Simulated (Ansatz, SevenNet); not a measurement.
# GaAs (model structure, started from the NiAs type, P6₃/mmc, No. 194, 4 atoms in the cell): c axis length by level of theory

No measured value is used here.

```
level (code)           value (Å)
---------------------  ---------
SevenNet-0                 6.468
PBE (Ansatz)                 ___
PBE-D3(BJ) (Ansatz)        6.361
r²SCAN+rVV10 (Ansatz)      6.299
```

Some entries are withheld; supply them.


- PBE (Ansatz, a first-principles code), value (Å): 6.437

Cutoffs differ between the levels. Ansatz's density-functional and Hartree–Fock values are scalar-relativistic unless marked +SOC, with PAW data made under PBE.

Machine-learned potentials (SevenNet-0) are trained on DFT data: a solid inside that data is no test of them.

A model structure was made by putting elements into a prototype or built by hand; it is no filed structure, need not be a known phase, and can be a saddle point held by its symmetry.
